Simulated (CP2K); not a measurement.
**A self-consistent single point of Ba (Im-3m, 1 atom in the cell) with CP2K**

Computed with PBE, GPW, DZVP-MOLOPT-SR-GTH basis, GTH-PBE potentials (GTH_POTENTIALS) (CP2K 2026.2).

Input as run:

```
&GLOBAL
  PROJECT calc
  RUN_TYPE ENERGY_FORCE
  PRINT_LEVEL LOW
&END GLOBAL
&FORCE_EVAL
  METHOD Quickstep
  STRESS_TENSOR ANALYTICAL
  &DFT
    BASIS_SET_FILE_NAME BASIS_MOLOPT
    POTENTIAL_FILE_NAME GTH_POTENTIALS
    &QS
      METHOD GPW
      EPS_DEFAULT 1E-10
    &END QS
    &MGRID
      CUTOFF 500
      REL_CUTOFF 40
      NGRIDS 5
    &END MGRID
    &SCF
      SCF_GUESS ATOMIC
      EPS_SCF 1E-6
      MAX_SCF 100
      ADDED_MOS 4
      &DIAGONALIZATION
        ALGORITHM STANDARD
      &END DIAGONALIZATION
      &MIXING
        METHOD BROYDEN_MIXING
        ALPHA 0.2
        NBUFFER 8
        BETA 1.5
      &END MIXING
      &SMEAR ON
        METHOD FERMI_DIRAC
        ELECTRONIC_TEMPERATURE [K] 1160.45
      &END SMEAR
    &END SCF
    &KPOINTS
      SCHEME MONKHORST-PACK 9 9 9
    &END KPOINTS
    &XC
      &XC_FUNCTIONAL PBE
      &END XC_FUNCTIONAL
    &END XC
    &PRINT
      &MO
        EIGENVALUES T
        OCCUPATION_NUMBERS T
        NDIGITS 8
        FILENAME mo
        &EACH
          QS_SCF 0
        &END EACH
        ADD_LAST NUMERIC
      &END MO
      &MULLIKEN OFF
      &END MULLIKEN
    &END PRINT
  &END DFT
  &SUBSYS
    &CELL
      A 4.38961800 0.00000000 0.00000000
      B -1.46320600 4.13857100 0.00000000
      C -1.46320600 -2.06928600 3.58410800
      PERIODIC XYZ
    &END CELL
    &COORD
      SCALED
      Ba       0.00000000     0.00000000     0.00000000
    &END COORD
    &KIND Ba
      BASIS_SET DZVP-MOLOPT-SR-GTH-q10
      POTENTIAL GTH-PBE-q10
    &END KIND
  &END SUBSYS
  &PRINT
    &FORCES ON
    &END FORCES
    &STRESS_TENSOR ON
    &END STRESS_TENSOR
  &END PRINT
&END FORCE_EVAL
```

Output (repeated stretches shortened):

```
 GLOBAL| Method name                                                        CP2K
 GLOBAL| Project name                                                       calc
 GLOBAL| Run type                                                   ENERGY_FORCE

 TOTAL NUMBERS AND MAXIMUM NUMBERS

  Total number of            - Atomic kinds:                                   1
                             - Atoms:                                          1
                             - Shell sets:                                     1
                             - Shells:                                         6
                             - Primitive Cartesian functions:                  6
                             - Cartesian basis functions:                     15
                             - Spherical basis functions:                     14

  Maximum angular momentum of- Orbital basis functions:                        2
                             - Local part of the GTH pseudopotential:          2
                             - Non-local part of the GTH pseudopotential:      3

 SCF PARAMETERS         Density guess:                                    ATOMIC
                        max_scf:                                             100
                        max_diis:                                              4
                        eps_scf:                                        1.00E-06
                        eps_diis:                                       1.00E-01
                        eps_eigval:                                     1.00E-05
                        level_shift [a.u.]:                             0.000000
                        added MOs                                         4    0
                        Mixing method:                            BROYDEN_MIXING
                                                charge density mixing in g-space
                        Smear method:                                FERMI_DIRAC
                        Electronic temperature [K]:                       1160.5
                        Electronic temperature [a.u.]:                  3.67E-03
                        Accuracy threshold:                             1.00E-10
                        No outer SCF

 Extrapolation method: initial_guess

 Number of electrons:                                                         10
 Number of occupied orbitals:                                                  5
 Number of molecular orbitals:                                                 9

 Number of orbital functions:                                                 14
 Number of independent orbital functions:                                     14

 SCF WAVEFUNCTION OPTIMIZATION

  Step     Update method      Time    Convergence         Total energy    Change
     1 NoMix/Diag. 0.20E+00      -     1.35338915       -25.6035418463 -2.56E+01
     2 Broy./Diag. 0.20E+00      -     0.00140832       -25.3725923628  2.31E-01
     3 Broy./Diag. 0.20E+00      -     0.01430196       -25.3749523583 -2.36E-03
     4 Broy./Diag. 0.20E+00      -     0.00379583       -25.4245832957 -4.96E-02
     5 Broy./Diag. 0.20E+00      -     0.00514284       -25.4590485799 -3.45E-02
     6 Broy./Diag. 0.20E+00      -     0.00051081       -25.4666942148 -7.65E-03
     7 Broy./Diag. 0.20E+00      -     0.00079743       -25.4680540414 -1.36E-03
     8 Broy./Diag. 0.20E+00      -     0.00006665       -25.4674206995  6.33E-04
     9 Broy./Diag. 0.20E+00      -     0.00005534       -25.4665687485  8.52E-04
    10 Broy./Diag. 0.20E+00      -     0.00000492       -25.4665266517  4.21E-05
    11 Broy./Diag. 0.20E+00      -     0.00001050       -25.4665388986 -1.22E-05
    12 Broy./Diag. 0.20E+00      -     0.00000023       -25.4665457531 -6.85E-06

  *** SCF run converged in    12 steps ***

  Electronic density on regular grids:        -10.0000000002       -0.0000000002
  Core density on regular grids:                9.9999999986       -0.0000000014
  Total charge density on r-space grids:       -0.0000000016
  Total charge density g-space grids:          -0.0000000016

  Overlap energy of the core charge distribution:               0.00000000000000
  Self energy of the core charge distribution:                -52.23977625442188
  Core Hamiltonian energy:                                     10.20487008884264
  Hartree energy:                                              20.25557189478418
  Exchange-correlation energy:                                 -3.68548900305199
  Electronic entropic energy:                                  -0.00172248082257
  Fermi energy:                                                 0.18280466727803

  Total energy:                                               -25.46654575312632
  Total energy (extrapolated to T->0):                        -25.46568451271504

 ENERGY| Total FORCE_EVAL ( QS ) energy [hartree]            -25.466562264302716

 FORCES| Atomic forces [hartree/bohr]
 FORCES|   Atom     x               y               z               |f|
 FORCES|      1  1.74049997E-14  4.46514695E-15  2.07333087E-14   2.74361375E-14
 FORCES| Sum     1.74049997E-14  4.46514695E-15  2.07333087E-14
 FORCES| Total atomic force                                       2.74361375E-14

 STRESS| Analytical stress tensor [bar]
 STRESS|                        x                   y                   z
 STRESS|      x        1.04066445686E+04  -5.65324351790E+00  -9.80451705252E+00
 STRESS|      y       -5.65324351790E+00   1.04026768922E+04  -1.38674116860E+01
 STRESS|      z       -9.80451705252E+00  -1.38674116860E+01   1.03866698588E+04
 STRESS| 1/3 Trace                                             1.03986637732E+04
```

The run converged in 12 iterations.

The starting cell has typed, rounded lattice constants, without a prior relaxation at this level. Its lattice was rescaled by a random factor within 2.5 % of one. Values carry the incompleteness of an atom-centred basis.
